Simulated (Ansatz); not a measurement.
## Effect of Mo → Ru on MoS2

The parent structure is MoS₂ in the 2H-MoS2 type structure (space group P6_3/mmc, No. 194; a = 3.109 Å, c = 11.709 Å; layered, stacked along the Cartesian z axis).

Perturbation: every Mo is replaced by Ru, then cell and atoms are relaxed.

Computed with plane-wave PAW DFT at the PBEsol-D3(BJ) level (Ansatz, a program for electronic structure, 420 eV), no SOC. Γ-centred 17×17×5 mesh, Fermi–Dirac width 0.05 eV, for the changed cell.

```tsv
quantity	base	changed	shift
volume per atom	16.34 Å³	16.16 Å³	-0.18 Å³
density	5.42 g/cm³	5.66 g/cm³	+0.234 g/cm³
lattice parameter a	3.109 Å	3.229 Å	+0.120 Å
c/a ratio	3.766	3.327	-0.439
space group	P6_3/mmc (No. 194)	P6_3/mmc (No. 194)	–
shortest interatomic distance	2.380 Å	2.345 Å	-0.035 Å
band gap	0.52 eV	zero	–
```

Final structure:

```
CELL_PARAMETERS angstrom
      3.22855     0.00000     0.00000
     -1.61428     2.79601     0.00000
      0.00000     0.00000    10.74124
ATOMIC_POSITIONS crystal
  Ru 0.33333 0.66667 0.25000
  Ru 0.66667 0.33333 0.75000
  S  0.33333 0.66667 0.61753
  S  0.66667 0.33333 0.11753
  S  0.66667 0.33333 0.38247
  S  0.33333 0.66667 0.88247
```

Whether these cells are dynamically stable was not tested. As relaxed here, RuS2 is a hypothetical phase, not in the database extracts checked. All final runs are without spin polarisation. RuS2 has a high density of states at the Fermi level and may be magnetic at this level.
